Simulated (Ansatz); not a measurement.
The reference is CdS in the wurtzite structure (space group P6_3mc, No. 186; a = 4.1244 Å, c = 6.7082 Å).

Structures relaxed with Ansatz (an electronic-structure program) PBEsol, scalar-relativistic without spin-orbit coupling.

Base:

Simulated powder pattern, Cu Kα1, λ = 1.54056 Å (kinematic, ideal powder, no thermal factors, no anomalous dispersion; the 8 strongest lines at most, above 2 %, up to 2θ = 90°):

```json
[
 {"2θ (°)": "24.91", "I/Imax (%)": "59", "hkl": "(100)"},
 {"2θ (°)": "26.55", "I/Imax (%)": "43", "hkl": "(002)"},
 {"2θ (°)": "28.28", "I/Imax (%)": "100", "hkl": "(101)"},
 {"2θ (°)": "36.73", "I/Imax (%)": "27", "hkl": "(102)"},
 {"2θ (°)": "43.87", "I/Imax (%)": "49", "hkl": "(110)"},
 {"2θ (°)": "47.96", "I/Imax (%)": "49", "hkl": "(103)"},
 {"2θ (°)": "52.01", "I/Imax (%)": "38", "hkl": "(112)"},
 {"2θ (°)": "83.59", "I/Imax (%)": "19", "hkl": "(213)"}
]
```

After one change:

Simulated powder pattern, Cu Kα1, λ = 1.54056 Å (kinematic, ideal powder, no thermal factors, no anomalous dispersion; the 8 strongest lines at most, above 2 %, up to 2θ = 90°):

```tsv
2θ (°)	I/Imax (%)
24.46	59
26.08	43
27.77	100
36.05	27
43.05	49
47.06	50
51.03	39
81.80	19
```

### Question
Name the change that was made.
A. isotropic strain +0.60 %
B. isotropic strain +1.80 %
C. isotropic strain +1.20 %
D. isotropic strain +3.00 %

### Answer
B, isotropic strain +1.80 %. Its volume per atom is 26.06 Å³ against 24.71 Å³, and its space group is P6_3mc (No. 186).

Stability against distortions was not tested.
